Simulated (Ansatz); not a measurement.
A self-consistent single point of Be₄AlNi (R3m, 6 atoms in the cell) with Ansatz (a quantum-chemistry and plane-wave program).

Method: PBEsol, default PAW files made with PBE (plane waves; Ansatz).

```
CELL_PARAMETERS angstrom
      0.00000     2.98435     2.98435
      2.98435     0.00000     2.98435
      2.98435     2.98435     0.00000
ATOMIC_POSITIONS crystal
  Be 0.37846 0.37846 0.37846
  Be 0.87914 0.37362 0.37362
  Be 0.37362 0.37362 0.87914
  Be 0.37362 0.87914 0.37362
  Al 0.75000 0.75000 0.75000
  Ni 0.00000 0.00000 0.00000
```

Reference input (self-consistent single point, DFT, PBEsol, plane waves, default PAW files made with PBE): basis.ecutwfc = 420 eV; kpoints.mp_grid.grid = 10 10 10; hamiltonian.xc = pbesol; hamiltonian.pseudopotentials = {kind: paw} (the program's default PAW files); scf.occupations.method = fermi_dirac; scf.occupations.width = 0.1 eV. This run's input differs from it in these lines:

Ansatz 0.2 input:
```diff
@@ -16,3 +16,3 @@
   mp_grid:
-    grid: [10, 10, 10]
+    grid: [19, 19, 19]
 hamiltonian:
@@ -24,3 +24,3 @@
     method: fermi_dirac
-    width: 0.1
+    width: 0.02
 output:
```

Output, abridged:

```
SCF iter   1: F=—  HF=-6692.683465 eV  |F-HF|=—  |Δ(HF+E_count)|=         —  Δρ=1.33e-2  dr2=5.93e-2  ethr=1.77e-3  ⟨swp⟩=6.8  Hψ=78699  notcnv=0  defer=27
all-band conjugate gradients solve this SCF's bands
preconditioner: auto → Kerker (q_TF=auto, 2.466 Å⁻¹)
SCF iter   2: F=—  HF=-6692.675282 eV  |F-HF|=—  |Δ(HF+E_count)|=   8.18e-3  Δρ=3.78e-3  dr2=6.31e-3  ethr=2.05e-4  ⟨swp⟩=2.0  Hψ=22620  notcnv=0  defer=1064
SCF iter   3: F=—  HF=-6692.674029 eV  |F-HF|=—  |Δ(HF+E_count)|=   1.25e-3  Δρ=9.79e-4  dr2=7.68e-4  ethr=2.17e-5  ⟨swp⟩=2.0  Hψ=15723  notcnv=0  defer=1083
SCF iter   4: F=—  HF=-6692.673756 eV  |F-HF|=—  |Δ(HF+E_count)|=   2.72e-4  Δρ=2.03e-4  dr2=2.55e-5  ethr=2.65e-6  ⟨swp⟩=2.1  Hψ=19567  notcnv=0  defer=1083
SCF iter   5: F=—  HF=-6692.673725 eV  |F-HF|=—  |Δ(HF+E_count)|=   3.16e-5  Δρ=2.73e-5  dr2=4.09e-7  ethr=8.79e-8  ⟨swp⟩=2.1  Hψ=19553  notcnv=0  defer=1083
SCF iter   6: F=-6692.673725 eV  HF=-6692.673725 eV  |F-HF|=4.43e-8  |Δ(HF+E_count)|=   1.01e-8  Δρ=1.09e-5  dr2=6.20e-8  ethr=3.45e-10  ⟨swp⟩=8.4  Hψ=68145  notcnv=0
SCF 1 converged in 6 iterations: F = -6692.673725 eV  dr2 = 6.20e-8
Free energy (F): -6692.673725 eV
Internal energy: -6692.671788 eV  (E = F + TS)
E sigma→0 (E₀):  -6692.672757 eV
Entropy (-TS):   -0.001937 eV (-0.323 meV/atom)
Fermi energy:    11.238423 eV
--- Forces (eV/Å), atoms counted from 1 ---
  atom   1  Be    -0.40897395    -0.40897395    -0.40897395
  atom   2  Be     0.07645211     0.12480214     0.12480214
  atom   3  Be     0.12480214     0.12480214     0.07645211
  atom   4  Be     0.12480214     0.07645211     0.12480214
  atom   5  Al     0.02906080     0.02906080     0.02906080
  atom   6  Ni     0.05385973     0.05385973     0.05385973
--- Stress (GPa, compression-positive) ---
        1.567803      -0.108956      -0.108956
       -0.108956       1.567803      -0.108956
       -0.108956      -0.108956       1.567803
  P = ⅓ Tr σ = 1.5678 GPa (15.678 kbar)
  The stress holds the Pulay correction. Without it, at fixed plane waves, as pw.x and ABINIT print it: P = 1.5253 GPa
```

The run converged in 6 iterations. Against the reference run the free energy rises by 3.7 meV/atom, the pressure moves little (1.60 to 1.57 GPa) and the largest force goes from 0.698 to 0.708 eV/Å.

The starting cell comes from a database of computed structures (which also holds hypothetical and non-ambient phases and stackings), without a prior relaxation at this level. Its lattice was rescaled by up to half a per cent. One atom was moved a little off its site on purpose. Spin polarisation is off. Ansatz's pressure includes its estimate of the finite-basis (Pulay) stress.

Cost on one core of a shared machine: roughly 2 min.
